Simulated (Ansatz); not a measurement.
Base system: BeTe in the zinc blende structure (space group F-43m, No. 216).

```
CELL_PARAMETERS angstrom
      0.00000     2.80220     2.80220
      2.80220     0.00000     2.80220
      2.80220     2.80220     0.00000
ATOMIC_POSITIONS crystal
  Te 0.75000 0.75000 0.75000
  Be 0.00000 0.00000 0.00000
```

Computed with DFT with PBEsol, PAW potentials and a 420 eV plane-wave cutoff in Ansatz (a program for electronic structure), scalar-relativistic without spin-orbit coupling.

One change was made to it. Results:

| quantity | base | after |
|---|---|---|
| band gap | 1.84 eV | zero |
| density | 5.15 g/cm³ | 1.51 g/cm³ |
| shortest interatomic distance | 2.427 Å | 1.921 Å |

**Question.** What was done to the base?
A) Te → B
B) Te → Ru
C) Te → Sb

**Answer.** A, Te → B. For comparison, the density in the other runs: Te → Sb gives 5.04 g/cm³; Te → Ru gives 6.54 g/cm³.

With Te present, leaving out spin-orbit coupling can change the band edges. Stability against distortions was not tested. As relaxed here, BeB, BeSb and BeRu are hypothetical phases, not in the database extracts checked. All final runs are without spin polarisation. An odd electron count without spin: BeB and BeSb. BeRu has a high density of states at the Fermi level and may be magnetic at this level.
